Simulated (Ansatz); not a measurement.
The parent structure is BaTiO$_{3}$ (space group P4mm, No. 99; a = 3.955 Å, c = 4.044 Å).

Levels (all Ansatz, a first-principles code, PAW): PBEsol (420 eV, no spin-orbit coupling); r2SCAN (500 eV, no spin-orbit coupling); HSE06 (420 eV, no spin-orbit coupling).

One geometry, relaxed with PBEsol, under each level:

```json
[
 {"level": "PBEsol", "band gap": "1.85 eV", "lowest conduction level above the VBM at special points": "Γ 1.85 eV; Z 1.98 eV; X 2.33 eV; R 3.70 eV", "pressure": "0.00 GPa"},
 {"level": "r2SCAN", "band gap": "2.26 eV", "lowest conduction level above the VBM at special points": "Γ 2.26 eV; Z 2.38 eV; X 2.72 eV; R 4.03 eV", "pressure": "3.34 GPa"},
 {"level": "HSE06", "band gap": "3.34 eV", "lowest conduction level above the VBM at special points": "Γ 3.34 eV; Z 3.48 eV; X 3.82 eV", "pressure": "–"}
]
```

Single points use the geometry relaxed with PBEsol. Their cutoffs differ, which shifts pressures a little. HSE06 was sampled on its mesh, a few special points and the semilocal edge points, so its gap is an upper bound. Whether these cells are dynamically stable was not tested. The final runs are not spin-polarised.
